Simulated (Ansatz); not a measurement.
The starting structures come from a database of crystals and need not be the phases stable at ambient conditions.

Tunnelling through a barrier is set by its complex band structure: the current falls as exp(−2κd) with the smallest κ.

Input:

```
CELL_PARAMETERS angstrom
      6.88976     0.00342     0.00000
      0.95587     9.34912     0.00000
      2.96694    -4.67285     3.19574
ATOMIC_POSITIONS crystal
  W  0.00000 0.00000 0.00000
  Br 0.84878 0.39555 0.31126
  Br 0.15122 0.60445 0.68874
  Br 0.47985 0.76449 0.36894
  Br 0.52015 0.23551 0.63106
  Br 0.16004 0.08429 0.31980
  Br 0.83996 0.91571 0.68020
```

Space group of this cell: R-3. The cell was relaxed by PBE-D3(BJ).

Transport runs along the normal of the first two printed cell vectors, the (110) plane of the conventional cell.

The gap is the functional's own, uncorrected, and κ follows it; spin-orbit coupling is left out. Mid-gap values are interpolated between the computed energies.

Task: Give the band gap and the smallest decay constant κ at mid-gap that r2SCAN in Ansatz (a program for electronic structure) yields.

Result: Gap 0.93 eV on a 10×10×10 mesh; κ = 0.178 1/Å, at the zone centre.
